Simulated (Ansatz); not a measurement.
Effect of H interstitial (started 1.76 Å from the nearest host atom), symmetric start on AlNi3

The parent structure is a 16-atom supercell of AlNi$_{3}$ in the Cu3Au type structure (space group Pm-3m, No. 221; a = 3.519 Å; weakly magnetic (sensitive to the mesh)) at its relaxed geometry.

Modification: one H atom is added in an open site, starting 1.76 Å from the nearest host atom, atoms relaxed at fixed cell.

Calculations: Ansatz (a program for electronic structure) PBEsol, scalar-relativistic without spin-orbit coupling. Settings: 7×7×7 k-points, 0.05 eV Fermi–Dirac smearing.

The pressure goes from zero to 2.2 GPa and the largest displacement of a host atom from its site in the perfect cell comes out as 0.03 Å. The final site of the added atom comes out as 6 Ni at 1.79 Å (octahedral).

Final structure:

```xyz
17
Lattice="3.5191 -3.5191 -3.5191 -3.5191 3.5191 -3.5191 3.5191 3.5191 3.5191" Properties=species:S:1:pos:R:3 pbc="T T T"
Ni     0.0000     1.7596    -1.7596
Ni     3.4912    -1.7596    -1.7596
Ni     3.5191     1.7596    -1.7596
Ni     3.5470     1.7596     1.7596
Ni     1.7596     1.7596    -3.4912
Ni     1.7596     1.7596    -0.0279
Ni    -1.7596     1.7596    -3.5191
Ni     1.7596    -1.7596    -3.5191
Ni     1.7596     0.0000    -1.7596
Ni    -1.7596     3.4912    -1.7596
Ni     1.7596     3.5470     1.7596
Ni     1.7596     3.5191    -1.7596
Al     0.0000     0.0000    -3.5191
Al     0.0000     0.0000     0.0000
Al     0.0000     3.5191     0.0000
Al     3.5191     0.0000     0.0000
H      1.7596     1.7596     1.7596
```

The magnetic state is the one reached from the starting moments; the real material's order can differ, and small cells can't hold many antiferromagnetic ones. In so small a cell the defect repeats every few ångströms: this is an ordered compound, not a dilute defect. The defect started on the symmetric site and kept its symmetry, so it may sit on a saddle. The defect cell is spin-polarised and ends with 1.6 μB, a fractional moment that hangs on the mesh and smearing.
